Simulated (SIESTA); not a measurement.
Input and output of a self-consistent single point for CaCo₂Ge₂ (I4/mmm, 5 atoms in the cell) (SIESTA).

Computed with GGA PBEsol, numerical atomic orbitals DZP, PseudoDojo PBEsol standard norm-conserving potentials (rewritten from UPF to PSML) (SIESTA).

```xyz
5
Lattice="-2.0046 2.0046 5.2281 2.0046 -2.0046 5.2281 2.0046 2.0046 -5.2281" Properties=species:S:1:pos:R:3 pbc="T T T"
Ca     0.0000     0.0000     0.0000
Co     2.0046     0.0000     2.6140
Co     0.0000     2.0046     2.6140
Ge     0.0000     0.0000     3.8384
Ge     0.0000     0.0000     6.6177
```

Reference input (self-consistent single point, DFT, LDA PW92, numerical atomic orbitals DZP, PseudoDojo LDA standard norm-conserving potentials (rewritten from UPF to PSML)): XC.functional = LDA; XC.authors = PW92; potentials = PseudoDojo LDA standard; PAO.BasisSize = DZP; PAO.EnergyShift = 0.01 Ry; MeshCutoff = 400 Ry; kgrid.MonkhorstPack = 7 7 7; OccupationFunction = FD; ElectronicTemperature = 50 meV; MaxSCFIterations = 150; SCF.Mixer.Method = Pulay; SCF.Mixer.Weight = 0.2. This run's input differs from it in these lines:

```diff
@@ -1,2 +1,2 @@
-# files in the folder: Ca.psml Co.psml Ge.psml (PseudoDojo LDA standard)
+# files in the folder: Ca.psml Co.psml Ge.psml (PseudoDojo PBEsol standard)
 SystemName  Ca(CoGe)2
@@ -26,4 +26,4 @@
 
-XC.functional                LDA
-XC.authors                   PW92
+XC.functional                GGA
+XC.authors                   PBEsol
 PAO.BasisSize                DZP
```

Output (repeated stretches shortened):

```
        iscf     Eharris(eV)        E_KS(eV)     FreeEng(eV)     dDmax    Ef(eV) dHmax(eV)
   scf:    1   -14134.958460   -14195.166349   -14195.198266  1.400441 -2.825843 24.823285
   scf:    2   -14155.113622   -14206.265118   -14206.293810  0.874467 -5.335577 16.437006
   scf:    3   -14219.867840   -14219.086911   -14219.104794  0.333997 -4.297221  2.298332
   scf:    4   -14219.225446   -14219.285935   -14219.305873  0.095527 -4.435184  1.203247
   scf:    5   -14219.293124   -14219.354304   -14219.373158  0.043922 -4.317695  0.630963
   scf:    6   -14219.366221   -14219.369743   -14219.389692  0.020526 -4.351141  0.137219
   scf:    7   -14219.370829   -14219.370721   -14219.390556  0.004282 -4.340732  0.018065
   scf:    8   -14219.370653   -14219.370721   -14219.390565  0.002038 -4.342135  0.027484
   scf:    9   -14219.370742   -14219.370746   -14219.390597  0.000431 -4.340840  0.001523
   scf:   10   -14219.370745   -14219.370746   -14219.390597  0.000024 -4.340863  0.000482
SCF Convergence by DM+H criterion
max |DM_out - DM_in|         :     0.0000242597
max |H_out - H_in|      (eV) :     0.0004818599
SCF cycle converged after 10 iterations

Using DM_out to compute the final energy and forces

siesta: E_KS(eV) =           -14219.3707

siesta: E_KS - E_eggbox =    -14219.3707

siesta: Atomic forces (eV/Ang):
     1   -0.000000   -0.000000   -0.000000
     2    0.001128   -0.001128   -0.000000
     3   -0.001128    0.001128   -0.000000
     4   -0.000207   -0.000207   -0.573405
     5    0.000207    0.000207    0.573405
   Tot   -0.000000   -0.000000   -0.000000
   Max    0.573405
   Res    0.209379    sqrt( Sum f_i^2 / 3N )
   Max    0.573405    constrained

Stress tensor Voigt[x,y,z,yz,xz,xy] (kbar):       17.61       17.61       15.97        0.72        0.72       -0.07
   [... lines left out ...]
siesta: FreeEng =    -14219.390597
   [... lines left out ...]
siesta:     0.010989   -0.000042    0.000447
siesta:    -0.000042    0.010989    0.000447
siesta:     0.000447    0.000447    0.009968

siesta: Cell volume =         84.032295 Ang**3

siesta: Pressure (static):
siesta:                Solid            Molecule  Units
siesta:          -0.00011598         -0.00018503  Ry/Bohr**3
siesta:          -0.01064892         -0.01698836  eV/Ang**3
siesta:         -17.06145720        -27.21835095  kBar
```

The run converged in 10 iterations. Against the reference run the pressure goes from -5.51 to -1.71 GPa and the largest force goes from 0.810 to 0.573 eV/Å.

The starting cell comes from a database of computed structures (which also holds hypothetical and non-ambient phases and stackings), without a prior relaxation at this level. Its lattice was rescaled by a random factor within 2.5 % of one. Spin polarisation is off. Values carry the incompleteness of an atom-centred basis.

Cost on one core of a shared machine: roughly 40 s.
